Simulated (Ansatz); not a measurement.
Ansatz (an electronic-structure program) run on MgB2 (Fddd, 6 atoms in the cell): zone-centre phonon calculation.

Method: PBE, harder PAW files (source: ansatz) (plane waves; Ansatz).

```yaml
crystal:
  lattice:
    - [0.00000, 3.79386, 3.92392]
    - [2.20277, 0.00000, 3.92392]
    - [2.20277, 3.79386, 0.00000]
  atoms:
    - { symbol: B, position: [0.66350, 0.33650, 0.66350] }
    - { symbol: B, position: [0.33650, 0.66350, 0.33650] }
    - { symbol: B, position: [0.58650, 0.91350, 0.58650] }
    - { symbol: B, position: [0.91350, 0.58650, 0.91350] }
    - { symbol: Mg, position: [0.00000, 0.00000, 0.00000] }
    - { symbol: Mg, position: [0.25000, 0.25000, 0.25000] }
```

Reference input (self-consistent single point, DFT, PBE, plane waves, harder PAW files (source: ansatz)): basis.ecutwfc = 710 eV; kpoints.mp_grid.grid = 10 10 10; hamiltonian.xc = pbe; hamiltonian.pseudopotentials = {kind: paw, source: ansatz}; scf.occupations.method = cold; scf.occupations.width = 0.1 eV. This run's input differs from it in these lines:

Ansatz 0.2 input:
```diff
@@ -16,3 +16,3 @@
   mp_grid:
-    grid: [10, 10, 10]
+    grid: [7, 7, 7]
 hamiltonian:
@@ -26,6 +26,4 @@
     width: 0.1
-output:
-  forces: true
-  eigenvalues: true
-  stress: true
+phonons:
+  method: dfpt
```

The program printed (abridged):

```
SCF iter   1: F=—  HF=-4463.283331 eV  |F-HF|=—  |Δ(HF+E_count)|=         —  Δρ=2.67e-2  dr2=2.93e-1  ethr=3.10e-3  ⟨swp⟩=6.3  Hψ=10790  notcnv=0
all-band conjugate gradients solve this SCF's bands
preconditioner: auto → Kerker (q_TF=auto, 2.421 Å⁻¹)
SCF iter   2: F=—  HF=-4463.260065 eV  |F-HF|=—  |Δ(HF+E_count)|=   2.33e-2  S|Δr|=    0.00e0  Δρ=1.54e-2  dr2=1.11e-1  ethr=9.16e-4  ⟨swp⟩=1.3  Hψ=3041  notcnv=0  defer=3
   [... lines left out ...]
SCF iter   7: F=—  HF=-4463.256375 eV  |F-HF|=—  |Δ(HF+E_count)|=   6.05e-6  S|Δr|=    0.00e0  Δρ=3.61e-6  dr2=5.54e-9  ethr=8.41e-10  ⟨swp⟩=2.4  Hψ=3063  notcnv=0  defer=12
SCF iter   8: F=—  HF=-4463.256375 eV  |F-HF|=—  |Δ(HF+E_count)|=   1.51e-9  S|Δr|=    0.00e0  Δρ=4.63e-7  dr2=7.07e-11  ethr=1.73e-11  ⟨swp⟩=2.0  Hψ=2837  notcnv=0  defer=12
SCF iter   9: F=-4463.256375 eV  HF=-4463.256375 eV  |F-HF|=9.09e-13  |Δ(HF+E_count)|=  3.82e-11  S|Δr|=    0.00e0  Δρ=6.29e-8  dr2=1.57e-12  ethr=1.00e-12  ⟨swp⟩=10.2  Hψ=11556  notcnv=0
SCF 1 converged in 9 iterations: F = -4463.256375 eV  dr2 = 1.57e-12
DFPT response loops at Γ: preconditioner auto → Kerker (q_TF=auto, 2.421 Å⁻¹) (partly filled bands, converged f_vac=0.000) …
Stability not checked (fill_not_monotonic)
Free energy (F): -4463.256375 eV
Internal energy: -4463.255546 eV  (E = F + TS)
E sigma→0 (E₀):  -4463.256099 eV
Entropy (-TS):   -0.000830 eV (-0.138 meV/atom)
Fermi energy:    8.233104 eV
   [... lines left out ...]
  ASR residual: 2.972e-5 → 0.000e0 eV/Å²; symmetrization residual: 1.302e-6 eV/Å²
  ASR residual per site (eV/Å²): 1.44e-5 1.44e-5 1.44e-5 1.44e-5 2.97e-5 2.97e-5
  Γ frequencies (cm⁻¹): -492.38 -477.93 -312.67 -305.31 -182.15 0.00 0.00 0.00 164.37 187.57 188.21 302.81 304.97 314.62 477.06 516.04 530.93 543.58
  non-analytic LO–TO correction: not included (Born effective charges unavailable; polar crystals: no LO–TO splitting at Γ)
```

The run converged in 9 iterations. 

Summary of the result:
Free energy E − TS (on the zero of these files): -4463.2564 eV
Fermi level (on the code's own zero): 8.23 eV
Zone-centre frequencies (cm⁻¹; negative means imaginary): -492, -478, -313, -305, -182, 0, 0, 0, 164, 188, 188, 303, 305, 315, 477, 516, 531, 544

The starting cell was generated: these elements placed on a structure prototype, without a prior relaxation; it need not be a known phase or ordering of this composition.

Cost on one core of a shared machine: roughly 3 min.
